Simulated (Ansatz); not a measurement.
WO3 (Cmcm, No. 63, 8 atoms in the cell; start mp-2383052; a measured phase of this formula has another space group) was calculated with PBEsol in Ansatz (PAW).

Settings: plane-wave cutoff 520 eV, 10×10×6 k mesh (along the axes of the cell as run), Fermi–Dirac smearing 0.01 eV, no spin polarisation, scalar-relativistic PAW data made under PBE.

Cell (relaxed with PBEsol):

```cif
data_O6W2
_chemical_formula_sum 'W2 O6'
_space_group_name_H-M_alt 'P 1'
_space_group_IT_number 1
_cell_length_a 3.86374
_cell_length_b 3.86374
_cell_length_c 7.46025
_cell_angle_alpha 90.000
_cell_angle_beta 90.000
_cell_angle_gamma 90.215
loop_
_space_group_symop_operation_xyz
  'x, y, z'
loop_
_atom_site_label
_atom_site_type_symbol
_atom_site_fract_x
_atom_site_fract_y
_atom_site_fract_z
_atom_site_occupancy
W1 W 0.55866 0.44134 0.75000 1
W2 W 0.44134 0.55866 0.25000 1
O1 O 0.50000 0.50000 0.50000 1
O2 O 0.50000 0.50000 0.00000 1
O3 O 0.47916 0.01773 0.25000 1
O4 O 0.52084 0.98227 0.75000 1
O5 O 0.01773 0.47916 0.75000 1
O6 O 0.98227 0.52084 0.25000 1
```

Problem. Predict the band gap, smallest direct gap on the k points sampled and direct gap at Γ.

Solution. 
- band gap: 1.35 eV
- smallest direct gap on the k points sampled: 1.43 eV
- direct gap at Γ: 2.38 eV

Spin–orbit coupling is not included.

Static lattice: no zero-point or thermal effects.

A start named mp-… is a Materials Project structure, which need not be a measured phase.

Ansatz is a first-principles code.
